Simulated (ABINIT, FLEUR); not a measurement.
An ABINIT input for a self-consistent single point of InH (P6_3mc, 4 atoms in the cell) (DFT, PBEsol, plane waves, PAW (JTH v2.0 PBE PAW, files made for PBE)):

```
# InH, JTH v2.0 PBE PAW
pp_dirpath "./"
pseudos "In.GGA_PBE-JTH.xml, H.GGA_PBE-JTH.xml"
acell 3*1.0 Angstrom
rprim
         3.4308600480   -0.0000000111    0.0000000000
        -1.7154300144    2.9712119640    0.0000000000
         0.0000000000    0.0000000000    6.7445100000
natom 4
ntypat 2
znucl 49 1
typat 1 1 2 2
xred
         0.3333333333    0.6666666667    0.3435800000
         0.6666666667    0.3333333333    0.8435800000
         0.3333333333    0.6666666667    0.0314200000
         0.6666666667    0.3333333333    0.5314200000
ecut 30 Ha
pawecutdg 60 Ha
pawxcdev 0
ixc -116133
occopt 7
tsmear 0.136 eV
nband 19
kptopt 1
ngkpt 8 8 4
nshiftk 1
shiftk 0 0 0
nstep 60
tolvrs 1.0e-10
prtwf 0
prtden 0
```

Give the FLEUR input for the same structure, mesh, smearing and functional.

One input that does it (others would too):

Input of the input generator:

```
InH
&input film=f /
6.4833858627 -0.0000000211 0.0000000000
-3.2416929131 5.6147768701 0.0000000000
0.0000000000 0.0000000000 12.7452767448
1.0
1.0 1.0 1.0

4
49 0.3333333333 0.6666666667 0.3435800000
49 0.6666666667 0.3333333333 0.8435800000
1 0.3333333333 0.6666666667 0.0314200000
1 0.6666666667 0.3333333333 0.5314200000

&comp jspins=1 /
&exco xctyp='PBEs' /
&kpt div1=8 div2=8 div3=4 gamma=t /
&end /
```

```xml
<?xml version="1.0" encoding="UTF-8" standalone="no"?>
<fleurInput fleurInputVersion="0.39">
   <comment>
      InH                                                                                                 
   </comment>
   <calculationSetup>
      <cutoffs Kmax="4.7" Gmax="16.4" GmaxXC="16.4" numbands="0"/>
      <scfLoop itmax="80" minDistance="0.00001" maxIterBroyd="25" imix="Anderson" alpha="0.05" precondParam="0.0" spinf="2.0"/>
      <coreElectrons ctail="T" frcor="F" kcrel="0" coretail_lmax="0"/>
      <xcFunctional name="PBEs" relativisticCorrections="F"/>
      <magnetism jspins="1"/>
      <soc l_soc="F" theta="0.0" phi="0.0" spav="F"/>
      <expertModes spex="0" secvar="F"/>
      <geometryOptimization l_f="T" forcealpha="1.0" forcemix="BFGS" epsdisp="0.00001" epsforce="0.00001"/>
      <ldaU l_linMix="F" mixParam="0.05" spinf="1.0"/>
   </calculationSetup>
   <cell>
      <bzIntegration valenceElectrons="28.0" mode="gauss" fermiSmearingEnergy="0.00499791">
         <kPointListSelection listName="default-1"/>
         <!-- k-points included here -->
         <xi:include xmlns:xi="http://www.w3.org/2001/XInclude" href="kpts.xml"> </xi:include>
      </bzIntegration>
      <!-- symmetry operations included here -->
      <xi:include xmlns:xi="http://www.w3.org/2001/XInclude" href="sym.xml"> </xi:include>
      <bulkLattice scale="1.0">
         <bravaisMatrix>
            <row-1>    6.4833858626999996    -0.0000000211000000     0.0000000000000000</row-1>
            <row-2>   -3.2416929131000001     5.6147768701000000     0.0000000000000000</row-2>
            <row-3>    0.0000000000000000     0.0000000000000000    12.7452767447999999</row-3>
         </bravaisMatrix>
      </bulkLattice>
   </cell>
   <atomSpecies>
      <species name="Indium (In)" element="In" atomicNumber="49">
         <mtSphere radius="2.59" gridPoints="893" logIncrement="0.015"/>
         <atomicCutoffs lmax="10" lnonsphr="8"/>
         <electronConfig flipSpins="F">
            <coreConfig>(1s1/2) (2s1/2) (2p1/2) (2p3/2) (3s1/2) (3p1/2) (3p3/2) (4s1/2) (3d3/2) (3d5/2) (4p1/2) (4p3/2)</coreConfig>
            <valenceConfig>(5s1/2) (4d3/2) (4d5/2) (5p1/2) (5p3/2)</valenceConfig>
            <stateOccupation state="(5p1/2)" spinUp="0.1666666666667" spinDown="0.1666666666667"/>
            <stateOccupation state="(5p3/2)" spinUp="0.3333333333333" spinDown="0.3333333333333"/>
         </electronConfig>
         <energyParameters s="5" p="5" d="5" f="4"/>
         <lo type="SCLO" l="2" n="4" eDeriv="0"/>
      </species>
      <species name="Hydrogen (H)" element="H" atomicNumber="1">
         <mtSphere radius="1.13" gridPoints="391" logIncrement="0.021"/>
         <atomicCutoffs lmax="6" lnonsphr="4"/>
         <electronConfig flipSpins="F">
            <coreConfig></coreConfig>
            <valenceConfig>(1s1/2)</valenceConfig>
            <stateOccupation state="(1s1/2)" spinUp="0.5" spinDown="0.5"/>
         </electronConfig>
         <energyParameters s="1" p="2" d="3" f="4"/>
      </species>
   </atomSpecies>
   <atomGroups>
      <atomGroup species="Indium (In)">
         <relPos label="                   1">1.000/3.000 -1.000/3.000 .3435800000</relPos>
         <relPos label="                   2">-1.000/3.000 1.000/3.000 -.1564200000</relPos>
         <force calculate="T" relaxXYZ="TTT"/>
      </atomGroup>
      <atomGroup species="Hydrogen (H)">
         <relPos label="                   3">1.000/3.000 -1.000/3.000 .0314200000</relPos>
         <relPos label="                   4">-1.000/3.000 1.000/3.000 -.4685800000</relPos>
         <force calculate="T" relaxXYZ="TTT"/>
      </atomGroup>
   </atomGroups>
   <output dos="F" band="F" slice="F">
      <checks vchk="F" cdinf="F"/>
      <bandDOS minEnergy="-.5*Htr" maxEnergy="0.5*Htr" sigma="0.015" storeEVData="T"/>
      <vacuumDOS vacdos="F" integ="F" star="F" nstars="0" locx1="0.0" locy1="0.0" locx2="0.0" locy2="0.0" nstm="0" tworkf="0.0"/>
      <unfoldingBand unfoldBand="F" supercellX="1" supercellY="1" supercellZ="1"/>
      <plotting iplot="0" polar="F">
         <plot TwoD="T" vec1="  1.0  0.0  0.0" vec2="  0.0  1.0  0.0" vec3="  0.0  0.0  1.0" zero="  0.0  0.0  0.0" file="plot"/>
      </plotting>
      <chargeDensitySlicing numkpt="0" minEigenval="0.0" maxEigenval="0.0" nnne="0" pallst="F"/>
      <specialOutput eonly="F"/>
      <magneticCircularDichroism mcd="F" energyLo="-10.0" energyUp="0.0"/>
   </output>
  <!-- We include the file relax.xml here to enable relaxations (see documentation) -->
  <xi:include xmlns:xi="http://www.w3.org/2001/XInclude" href="relax.xml"> <xi:fallback/> </xi:include>
</fleurInput>
```

Basis settings and potentials, where a program has them, do not carry over. This input uses DFT, PBEsol, all-electron FLAPW (FLEUR), scalar-relativistic valence.

The starting cell comes from a database of computed structures (which also holds hypothetical and non-ambient phases and stackings), without a prior relaxation at this level.
